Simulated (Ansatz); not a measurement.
Start from Ga2O3 (space group C2/m, No. 12).

```
CELL_PARAMETERS angstrom
      6.13895    -1.52367     0.00000
      6.13895     1.52367     0.00000
     -1.37825     0.00000     5.64461
ATOMIC_POSITIONS crystal
  Ga 0.09047 0.09047 0.79526
  Ga 0.90953 0.90953 0.20474
  Ga 0.65877 0.65877 0.31445
  Ga 0.34123 0.34123 0.68555
  O  0.16525 0.16525 0.10951
  O  0.83475 0.83475 0.89049
  O  0.17324 0.17324 0.56278
  O  0.82676 0.82676 0.43722
  O  0.49628 0.49628 0.25598
  O  0.50372 0.50372 0.74402
```

The values are results of PBEsol, PAW, 420 eV (Ansatz, a first-principles code; no spin-orbit coupling), not measurements.

Before the change:

| Item | Result |
|---|---|
| Pressure | 0.00 GPa |
| Width of the top valence band | 0.68 eV |

Modification: the cell is scaled by 1.0469 in all directions; the atoms relax in the strained cell.

Q: Estimate the effect on the largest internal atomic displacement, pressure, width of the top valence band, valence-band top at Γ and energy relative to the base.

A: The largest internal atomic displacement amounts to 0.176 Å; the pressure (mean of the normal stresses, compression positive) goes from zero to -17.82 GPa; the width of the top valence band drops by 0.17 eV to 0.51 eV; the valence-band top at Γ (three highest levels, from the VBM) amounts to 0.00, -0.28, -0.35 eV; the energy increases by 97 meV/atom.

The levels and masses belong to the bands next to the band gap. No phonon test of stability was made.
